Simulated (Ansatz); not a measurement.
Take InAs in the zinc blende structure (space group F-43m, No. 216; a = 6.1096 Å) as the base. Axes: x, y, z lie along the cube axes.

Method: Kohn–Sham DFT with the r2SCAN functional, run in Ansatz (a quantum-chemistry and plane-wave program) with PAW and 500 eV plane waves, no SOC.

Strains are applied to the cell and any free atomic positions relax; under biaxial strain the out-of-plane vector relaxes too.

One change was made to it. Results:

| quantity | base | after |
|---|---|---|
| shortest interatomic distance | 2.646 Å | 2.639 Å |
| energy relative to the base (free energy F) | 0 meV/atom | +0.4 meV/atom |
| gap character | direct at Γ | direct at Γ |

Question: Name the change that was made.
A. biaxial strain −0.42 %, plane normal [111], relaxed out of plane
B. biaxial strain −2.08 %, plane normal [111], relaxed out of plane
C. biaxial strain −1.25 %, plane normal [111], relaxed out of plane
D. biaxial strain −1.67 %, plane normal [111], relaxed out of plane

Answer: A, biaxial strain −0.42 %, plane normal [111], relaxed out of plane. For comparison, the energy relative to the base in the other runs: biaxial strain −1.67 %, plane normal [111], relaxed out of plane gives +6.2 meV/atom; biaxial strain −2.08 %, plane normal [111], relaxed out of plane gives +9.7 meV/atom; biaxial strain −1.25 %, plane normal [111], relaxed out of plane gives +3.4 meV/atom.

Stability against distortions was not tested. k-point labels follow each cell's own Brillouin zone.
